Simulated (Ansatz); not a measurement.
**Mg: response to strain**

The reference is Mg in the hcp (Mg type) structure (space group P6_3/mmc, No. 194; a = 3.195 Å, c = 5.197 Å; relaxed with 0.1 eV smearing). Axes: x lies along a and z along c of the hexagonal cell.

Strains are applied to the cell and any free atomic positions relax; under biaxial strain the out-of-plane vector relaxes too.

Method: Ansatz (a quantum-chemistry and plane-wave program), PBE, PAW, cutoff 420 eV, no spin-orbit coupling.

Candidates:
(a) biaxial strain −0.50 %, plane normal [001], relaxed out of plane
(b) biaxial strain +2.00 %, plane normal [001], relaxed out of plane
(c) biaxial strain +0.50 %, plane normal [001], relaxed out of plane

Problem. Order them by out-of-plane strain, lowest first.

Solution. (b) biaxial strain +2.00 %, plane normal [001], relaxed out of plane (-1.29 %), (c) biaxial strain +0.50 %, plane normal [001], relaxed out of plane (-0.31 %), (a) biaxial strain −0.50 %, plane normal [001], relaxed out of plane (+0.29 %)

Whether these cells are dynamically stable was not tested.
